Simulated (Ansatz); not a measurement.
```yaml
crystal:
  lattice:
    - [0.00000, 2.75312, 2.75312]
    - [2.75312, 0.00000, 2.75312]
    - [2.75312, 2.75312, 0.00000]
  atoms:
    - { symbol: P, position: [0.25000, 0.25000, 0.25000] }
    - { symbol: Ga, position: [0.00000, 0.00000, 0.00000] }
```

Q: List the harmonic phonon frequencies (cm⁻¹; finite displacements on a 6×6×6 mesh, Ansatz, a quantum-chemistry and plane-wave program, PBE functional, plane-wave PAW, k mesh 6×6×6) at q = (0.000, 0.000, 0.000), (0.000, 0.167, -0.333), (0.000, 0.000, 0.167), in fractions of this cell's reciprocal vectors. At Γ leave out the LO-TO shift.

A: 
- (0.000, 0.000, 0.000): 0, 0, 0, 345, 345, 345
- (0.000, 0.167, -0.333): 90, 114, 195, 330, 339, 369
- (0.000, 0.000, 0.167): 51, 51, 108, 343, 343, 376
